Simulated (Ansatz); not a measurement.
Gap of wurtzite GaP, (0001) cell, strained to GaAs (GaP held in this type, which need not be the stable form; held in plane at the lattice of GaAs), on one geometry relaxed at PBE.

Methods: r2SCAN (plane waves to 500 eV, PAW; Ansatz, an electronic-structure program); HSE06 (plane waves to 420 eV, PAW; Ansatz). Geometries and values that name no level are of the first. No spin–orbit coupling. Its k-point mesh 9×9×5, Fermi–Dirac width 0.01 eV. HSE06 ran on meshes of its own (6×6×3); its edges and gaps are taken over the mesh and over extra points off it, mostly where PBE has its edges.

| level | gap (eV) |
|---|---|
| r2SCAN | [?] |
| HSE06 | 1.23 |

Question: What belongs in the gaps?

Answer: 
- r2SCAN, gap (eV): 0.81
